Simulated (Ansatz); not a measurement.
The starting structures come from a database of crystals and need not be the phases stable at ambient conditions.

Inside the gap of an insulator the Bloch states are evanescent, with a wavenumber k + iκ along the transport direction.

```yaml
crystal:
  lattice:
    - [4.89631, 0.00000, 0.00000]
    - [2.44816, 8.72344, 0.00000]
    - [2.44815, 0.68705, 4.18430]
  atoms:
    - { symbol: Rb, position: [0.00000, 0.00000, 0.00000] }
    - { symbol: Tl, position: [0.50000, 0.50000, 0.50000] }
    - { symbol: S, position: [0.24145, 0.27565, 0.24145] }
    - { symbol: S, position: [0.75855, 0.72435, 0.75855] }
    - { symbol: O, position: [0.29743, 0.10771, 0.29743] }
    - { symbol: O, position: [0.70257, 0.89229, 0.70257] }
    - { symbol: O, position: [0.49445, 0.66541, 0.06660] }
    - { symbol: O, position: [0.77354, 0.66541, 0.49445] }
    - { symbol: O, position: [0.06660, 0.66541, 0.77354] }
    - { symbol: O, position: [0.93340, 0.33459, 0.50555] }
    - { symbol: O, position: [0.50555, 0.33459, 0.22646] }
    - { symbol: O, position: [0.22646, 0.33459, 0.93340] }
```

Space group of this cell: R32. The cell is taken as given; by r2SCAN its mean pressure is 1.0 GPa.

Transport runs along the normal of the first two printed cell vectors, the (101) plane of the conventional cell.

No gap correction and no spin-orbit coupling; mid-gap values are interpolated between computed energies.

### Question
Predict the band gap and the smallest decay constant κ at mid-gap from r2SCAN (Ansatz, a first-principles code).

### Answer
Gap 2.75 eV on a 8×8×8 mesh; κ = 0.403 1/Å, at the zone centre.
